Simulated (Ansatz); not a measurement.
# By hand: formation energy of 2 O_i in W (bcc, Im-3m)

Consider the formation energy of 2 O_i in W (bcc, Im-3m). Reaction: 16 W (bcc) + O2 (gas) → cell A.

A: a supercell of 16 sites of W (bcc, Im-3m) with two times O off the lattice sites (4 W at 1.95 Å); the closest two of these centres are 4.5 Å apart; spin state with PBE: run without spin.

Setting: static, neutral cells in Ansatz (PAW) whose structures rest at the PBE level. Ansatz (a first-principles code) runs with its PAW set soft_1. A dispersion term (D3(BJ), or D4 for r2SCAN) was computed beside these levels and is taken off wherever the name lacks it. Space groups of crystals are read within 0.01 Å. Spin-orbit coupling is left out. No Hubbard U is applied. The cell is small for its defects, so this is an ordered compound on the host's lattice rather than an isolated defect. Cell A has symmetry P-42m within 0.02 Å and got no random move, so less symmetric positions, which may lie lower, weren't tried.

Total energies of the cells in eV, at zero smearing width. They compare only within one column; the weights balance every element.

```
cell        atoms  weight            PBE
----------  -----  ------  -------------
A: W:2 O_i     18      +1  -167302.54773
W (bcc)        16      −1  -166174.72385
O2 (gas)        2      −1    -1129.95062
```

PBE: (-167302.54773) − (-166174.72385) − (-1129.95062) = 2.127 eV.
